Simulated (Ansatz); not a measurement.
An Ansatz (a program for electronic structure) run: Rh with a change (uniaxial strain ε_yy = −3.88 %); r2SCAN, PAW, 500 eV (Ansatz; no SOC).

Input:

Ansatz 0.2 input:
```yaml
crystal:
  lattice:
    - [0, 1.82628, 1.9]
    - [1.9, 0, 1.9]
    - [1.9, 1.82628, 0]
  atoms:
    - { symbol: Rh, position: [0, 0, 0] }
basis: { ecutwfc: 500, ecutrho_ratio: 4, xc_grid: 4, fft_grid_basis: typed }
kpoints: { mp_grid: { grid: [21, 21, 21] } }
hamiltonian:
  xc: r2scan
  dispersion: none
  pseudopotentials: { kind: paw }
scf: { occupations: { method: fermi_dirac, width: 0.05 }, convergence: { dr2_threshold: 0.0000000001 } }
relax: { f_tol: 0.005, max_steps: 50 }
output: { forces: true, stress: true }
checkpoint: { write: state.ck, write_every: 1000 }
```

Output (explanatory and most iteration lines left out):

```
Relaxation: its limit of steps is 50 (relax.max_steps)
Pseudopotential: Rh, paw, valence charge 17
Crystal: 1 atoms, lattice volume = 13.186 Å³
Basis set: ecut = 500 eV, 331 PW (Γ), exchange–correlation on 80×80×80 points (64 copies of the dense FFT grid, shifted against one another)
Bands: 13, of which v1, the nominal top of the filled ones, is band 9 counted from 1 (8 counted from 0)
Symmetry: 16 space group operations
Space group: I4/mmm (ITA 139), of the structure as read, at distance tolerance 2.4e-5 Å
k-points: 726 of 9261
Functional: x = r2scan, c = r2scan; τ floored in thin density (d = 2e-4 eV/Å³)
SCF iter   1: F=—  HF=-6415.233978 eV  |F-HF|=—  |Δ(HF+E_count)|=         —  Δρ=1.05e-2  dr2=3.84e-3  dr2_τ=1.14e-2  ethr=1.77e-3  ⟨swp⟩=5.6  Hψ=54170  notcnv=0
SCF iter   2: F=—  HF=-6415.246385 eV  |F-HF|=—  |Δ(HF+E_count)|=   1.24e-2  Δρ=5.63e-3  dr2=1.32e-3  dr2_τ=1.78e-4  ethr=2.26e-5  ⟨swp⟩=2.0  Hψ=21702  notcnv=0
SCF 1 converged in 8 iterations: F = -6415.246666 eV  dr2 = 3.11e-11
relax step   1: F+E_penalty+E_count = -6415.24666574 eV  Δ(F+E_penalty+E_count) = +0.000e0 eV  max|allowed force component| = 0.000e0 eV/Å  Δτ_max = 0.0000 Å  (8 SCF iters, accepted)
Crystal: 1 atoms, lattice volume = 13.186 Å³
SCF iter   1: F=—  HF=-6415.246666 eV  |F-HF|=—  |Δ(HF+E_count)|=         —  Δρ=6.57e-7  dr2=3.11e-11  dr2_τ=2.28e-12  ethr=1.00e-12  ⟨swp⟩=1.2  Hψ=57270  notcnv=0
SCF iter   2: F=-6415.246666 eV  HF=-6415.246666 eV  |F-HF|=1.09e-11  |Δ(HF+E_count)|=  3.37e-11  Δρ=3.82e-7  dr2=7.38e-12  dr2_τ=4.77e-13  ethr=1.00e-12  ⟨swp⟩=4.0  Hψ=27371  notcnv=0
SCF 2 converged in 2 iterations: F = -6415.246666 eV  dr2 = 7.38e-12
SCF converged after 2 iterations
Free energy (F): -6415.246666 eV
Internal energy: -6415.236961 eV  (E = F + TS)
E sigma→0 (E₀):  -6415.241813 eV
Entropy (-TS):   -0.009705 eV (-9.705 meV/atom)
Fermi energy:    23.428270 eV
--- Forces (eV/Å), atoms counted from 1 ---
  atom   1  Rh     0.00000000    -0.00000000    -0.00000000
--- Stress (GPa, compression-positive) ---
        9.100081      -0.000000       0.000000
       -0.000000      19.647506      -0.000000
        0.000000      -0.000000       9.100081
  P = ⅓ Tr σ = 12.6159 GPa (126.159 kbar)
--- Relaxed structure (1 steps of the walk, 1 accepted, 0 SCFs on fresh bases) ---
  atoms:
    - { symbol: Rh, position: [0.0, 0.0, 0.0] }
```

Without a gap, meshes like the base's 21×21×21 leave anisotropic stresses uncertain by several tenths of a GPa, and small strain energies with them. No phonon test of stability was made. All final runs are without spin polarisation. The cell was made from Rh in the fcc (Cu type) structure (space group Fm-3m, No. 225) by this change: uniaxial strain ε_yy = −3.88 %.
